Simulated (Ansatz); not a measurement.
**Ansatz (a quantum-chemistry and plane-wave program) run on CsH₃O₂ (Amm2, 6 atoms in the cell): self-consistent single point**

Level of theory: LDA (PW92), default PAW files made with PBE (plane waves; Ansatz).

This input was run:

Ansatz 0.2 input:
```yaml
crystal:
  lattice:
    - [4.271481, 0.000000, 0.000000]
    - [0.000000, 2.223663, 4.043678]
    - [0.000000, -2.223663, 4.043678]
  atoms:
    - { symbol: Cs, position_ang: [0.000000, -0.000000, 8.018711] }
    - { symbol: H, position_ang: [2.135740, 0.000000, 4.516546] }
    - { symbol: H, position_ang: [2.135740, -0.848372, 2.118402] }
    - { symbol: H, position_ang: [2.135740, 0.848372, 2.118402] }
    - { symbol: O, position_ang: [2.135740, -0.000000, 5.495439] }
    - { symbol: O, position_ang: [2.135740, -0.000000, 2.701662] }
basis:
  ecutwfc: 30.9 Ry
kpoints:
  mp_grid: { grid: [6, 6, 6] }
hamiltonian:
  xc: lda
  pseudopotentials: { kind: paw }
scf:
  occupations: { method: fixed }
output:
  forces: true
  eigenvalues: true
  stress: true
```

Output (repeated stretches shortened):

```
WARN ansatz: RAYON_NUM_THREADS=1 ignored (pool sized by the plan → 1); use --threads N
Pseudopotentials: kind: paw
Pseudopotential: Cs, paw, valence charge 9
Pseudopotential: H, paw, valence charge 1
Pseudopotential: O, paw, valence charge 6
Crystal: 6 atoms, lattice volume = 76.816 Å³
Basis set: ecut = 420.4159175005146 eV, 1509 PW (Γ)
Bands: 18, of which v1, the nominal top of the filled ones, is band 12 counted from 1 (11 counted from 0)
Symmetry: 4 space group operations
Space group: Amm2 (ITA 38), of the structure as read, at distance tolerance 4.3e-5 Å
k-points: 52 of 216 (time reversal used)
PAW frozen core: Cs, regenerated for the run's functional, and the local potential with it
PAW frozen core: O, regenerated for the run's functional, and the local potential with it
Initial density: superposition of atomic densities (neutral atoms: chi_scale 0, normalization atom), corrected by the library's trained network
Initial wavefunctions: pseudopotential atomic-orbital guess
Eigensolver: davidson
Functional: x = slater, c = lda
SCF iter   1: F=—  HF=-6664.987536 eV  |F-HF|=—  |Δ(HF+E_count)|=         —  Δρ=9.17e-3  dr2=6.10e-2  ethr=1.77e-3  ⟨swp⟩=4.1  Hψ=4532  notcnv=0  defer=201
all-band conjugate gradients solve this SCF's bands
preconditioner: auto → Resta (q_TF=auto, 2.247 Å⁻¹)
SCF iter   2: F=—  HF=-6664.970650 eV  |F-HF|=—  |Δ(HF+E_count)|=   1.69e-2  Δρ=4.21e-3  dr2=7.78e-3  ethr=2.54e-4  ⟨swp⟩=2.7  Hψ=1956  notcnv=0  defer=208
SCF iter   3: F=—  HF=-6664.968161 eV  |F-HF|=—  |Δ(HF+E_count)|=   2.49e-3  Δρ=1.68e-3  dr2=2.36e-3  ethr=3.24e-5  ⟨swp⟩=2.0  Hψ=1511  notcnv=0  defer=208
SCF iter   4: F=—  HF=-6664.967437 eV  |F-HF|=—  |Δ(HF+E_count)|=   7.25e-4  Δρ=5.59e-4  dr2=1.95e-4  ethr=9.82e-6  ⟨swp⟩=2.5  Hψ=1483  notcnv=0  defer=208
SCF iter   5: F=—  HF=-6664.967408 eV  |F-HF|=—  |Δ(HF+E_count)|=   2.88e-5  Δρ=2.25e-4  dr2=2.81e-5  ethr=8.12e-7  ⟨swp⟩=2.3  Hψ=1475  notcnv=0  defer=152
SCF iter   6: F=—  HF=-6664.967410 eV  |F-HF|=—  |Δ(HF+E_count)|=   1.78e-6  Δρ=4.10e-5  dr2=1.56e-6  ethr=1.17e-7  ⟨swp⟩=2.8  Hψ=1498  notcnv=0  defer=72
SCF iter   7: F=-6664.967410 eV  HF=-6664.967410 eV  |F-HF|=2.04e-9  |Δ(HF+E_count)|=   3.36e-7  Δρ=6.90e-6  dr2=3.67e-8  ethr=4.17e-10  ⟨swp⟩=9.7  Hψ=6110  notcnv=0
SCF 1 converged in 7 iterations: F = -6664.967410 eV  dr2 = 3.67e-8
SCF converged after 7 iterations
Free energy (F): -6664.967410 eV
Harris-Foulkes:  -6664.967410 eV  (|F-HF|=2.04e-9)
Internal energy: -6664.967410 eV  (E = F + TS)
E sigma→0 (E₀):  -6664.967410 eV
Fermi energy:    2.889904 eV
--- Per-component energies (eV) ---
  E_band       = -113.508486
  E_kinetic    = 532.549524
  E_local      = -1196.555131  (includes V_loc(G=0)·N_el)
  E_nonlocal   = 137.605827
  E_hartree    = 430.023975
  E_xc         = -344.256676
  E_vxc        = -347.648002  (∫ρ·V_xc dr)
  E_paw        = -5199.416583  (= ΣΔE_a)
  E_vpaw       = -99.508541  (= ΣTr[D̂ρ^β])
  E_aug_tail   = 0.001782  (compensation charges beyond the density's cutoff)
  E_ewald      = -1025.384526
  E_core_change = 0.464399  (= ΣΔE_core)
  E_smearing   = -0.000000  (= −TS)
  E_closure    = 0.000000  (closes the sum)
  Σ components = -6664.967410   (vs F -6664.967410, Δ=0.00e0)
--- Forces (eV/Å), atoms counted from 1 ---
  atom   1  Cs     0.00000000     0.00000000    -0.10179482
  atom   2  H      0.00000000     0.00000000    -0.47709203
  atom   3  H     -0.00000000    -0.40587807    -0.17136117
  atom   4  H     -0.00000000     0.40587807    -0.17136117
  atom   5  O      0.00000000     0.00000000     0.47918618
  atom   6  O      0.00000000     0.00000000     0.44241821
  max |Σ_I F_I| component: 4.79e-6 eV/Å
--- Stress (GPa, compression-positive) ---
       -2.217024       0.000000       0.000000
        0.000000      -2.261116       0.000000
        0.000000       0.000000      -2.068964
  P = ⅓ Tr σ = -2.1824 GPa (-21.824 kbar)
  The stress holds the Pulay correction. Without it, at fixed plane waves, as pw.x and ABINIT print it: P = -2.7416 GPa
--- Band table (eV; the first three rows and the last of 52) ---
  k-point 0: bands = ["-17.1336", "-15.4505", "-13.2781", "-4.1768", "-3.6812", "-3.6303", "-3.4519", "-2.5146", "0.8777", "1.5568", "2.3254", "2.8899", "6.9045", "7.5921", "10.1381", "10.6700", "12.0901", "12.2874"]
  k-point 1: bands = ["-17.0985", "-15.4085", "-13.4022", "-4.3663", "-3.7121", "-3.6372", "-3.3456", "-2.2385", "0.7477", "1.5265", "2.1870", "2.7978", "7.5211", "7.9035", "9.9208", "10.6734", "11.8323", "12.0093"]
  k-point 2: bands = ["-17.0283", "-15.2961", "-13.6787", "-4.5222", "-3.9316", "-3.5461", "-3.2667", "-1.6729", "0.3307", "1.4879", "2.1985", "2.5791", "8.1627", "8.4841", "9.9621", "11.4315", "11.6815", "11.7379"]
  k-point 51: bands = ["-16.9423", "-15.3427", "-13.6408", "-4.4308", "-4.1938", "-4.1162", "-3.5344", "-1.1491", "-0.0905", "1.5131", "2.3312", "2.5095", "9.1823", "9.2506", "10.7427", "12.3812", "12.8297", "12.8773"]
```

The run converged in 7 iterations.

The starting cell comes from a database of computed structures (which also holds hypothetical and non-ambient phases and stackings), without a prior relaxation at this level. Its lattice was rescaled by up to half a per cent. One atom was moved a little off its site on purpose. Ansatz's pressure includes its estimate of the finite-basis (Pulay) stress. Without the estimate this run gives -2.74 GPa.
